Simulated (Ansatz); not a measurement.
The reference is WSi2 (space group I4/mmm, No. 139; a = 3.229 Å, c = 7.867 Å).

(Cell as relaxed with PBE.)

Levels (all Ansatz, a quantum-chemistry and plane-wave program, PAW): PBE (420 eV, no spin-orbit coupling); r2SCAN (500 eV, no spin-orbit coupling).

Each level relaxes its own structure.

```
base                      PBE    r2SCAN
-------------------  --------  --------
volume per atom      13.67 Å³  13.42 Å³
lattice parameter a   3.229 Å   3.212 Å
band gap                 zero      zero
```

Modification: a hydrostatic pressure of 9 GPa.

| quantity | PBE | r2SCAN |
|---|---|---|
| shortest interatomic distance | 2.584 Å | 2.561 Å |
| c/a ratio | 2.443 | 2.437 |
| band gap | zero | zero |

PBE's shortest interatomic distance lies 0.023 Å above r2SCAN's (0.9 %); PBE's c/a ratio lies 0.006 above r2SCAN's; the two agree on the band gap. Neither level is exact; r2SCAN is the comparison here, not a measurement.

Load acts through the strain it causes; cell and atoms are relaxed under it. Whether these cells are dynamically stable was not tested. No other phases were tried under pressure. All final runs are without spin polarisation.
